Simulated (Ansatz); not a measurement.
Where the default PAW files enter, the runs use the earlier of Ansatz's two default sets.

```
CSi
1.0
    3.07569     0.00000     0.00000
    0.00000    10.07065     0.00000
    1.53784     0.00000     2.66363
Si C
4 4
Cartesian
  3.07569   0.62599   1.77575
  1.53784   5.66132   0.88787
  0.00000   3.14315   0.00000
  0.00000   8.17848   0.00000
  3.07569   2.51968   1.77575
  1.53784   7.55500   0.88787
  0.00000   5.03069   0.00000
  0.00000  10.06602   0.00000
```

Space group of this cell: P6_3mc. The cell is taken as given.

Transport runs along the normal of the first two printed cell vectors, the (100) plane of the conventional cell.

The gap is the functional's own. No spin-orbit coupling. Mid-gap values are interpolated on the energy grid.

**Question.** Compute, with PBEsol (Ansatz, an electronic-structure program), the band gap and the smallest decay constant κ at mid-gap.

**Answer.** Gap 2.12 eV on a 12×4×12 mesh; κ = 0.219 1/Å, at (0.500, 0.000) of the in-plane reciprocal vectors. At the zone centre, at the nearest computed energy, the slowest state has κ = 0.26 1/Å.
